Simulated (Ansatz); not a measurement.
Start from PbS in the zinc blende structure (space group F-43m, No. 216; a = 6.543 Å; a hypothetical phase, not in the database extracts checked). Axes: x, y, z lie along the cube axes.

Perturbation: a pure shear with ε_yz = ε_zy = 0.0037, atoms relaxed at fixed cell.

Levels (all Ansatz, an electronic-structure program, PAW): PBEsol (420 eV, no SOC); r2SCAN (500 eV, no SOC); HSE06 (420 eV, without spin-orbit coupling).

At the geometry relaxed with PBEsol, these levels gave the following band gaps, in shuffled order: (a) 0.88 eV, (b) 0.63 eV, (c) 1.22 eV.

Q: Match each gap to its level.

A: (a) r2SCAN; (b) PBEsol; (c) HSE06.

Single points use the geometry relaxed with PBEsol. HSE06 gaps are upper bounds (no full band path). With Pb present, leaving out spin-orbit coupling can change the band edges. The cells carry an imposed strain or load. Whether these cells are dynamically stable was not tested.
